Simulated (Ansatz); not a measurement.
Effective masses and thermopower of GaAlAs2 (R3m)

Consider the following.

```
AlGaAs2
1.0
    2.00415     1.15709     6.54319
   -2.00415     1.15709     6.54319
    0.00000    -2.31419     6.54319
Al Ga As
1 1 2
Direct
  0.99975   0.99975   0.99975
  0.50015   0.50015   0.50015
  0.12499   0.12499   0.12499
  0.62512   0.62512   0.62512
```

Calculation: r2SCAN, rigid bands (plane waves, PAW, scalar-relativistic; Ansatz, an electronic-structure program). Condition of this run: functional r2SCAN on the same cell. How the cell was made: cell and atoms relaxed with PBEsol.

| Item | Result |
|---|---|
| band gap | 1.35 eV |
| electron conductivity mass (300 K, dilute) | 0.086 (x), 0.086 (y), 0.154 (z) mₑ |
| effective density of states N_c (300 K) | 7.8e17 cm⁻³ |
| density-of-states mass, electrons | 0.099 mₑ |
| Seebeck coefficient, n-type 1e19 cm⁻³, 300 K | -69 μV/K |

Rigid bands; masses and Seebeck coefficients take one relaxation time τ for all states and one kind of carrier; polarons and phonon drag are left out. Spin-orbit coupling is left out. Geometry: cell and atoms relaxed with PBEsol.

Computed structure with no diffraction record at hand here (it may be known, metastable or hypothetical): GaAlAs2 (R3m).
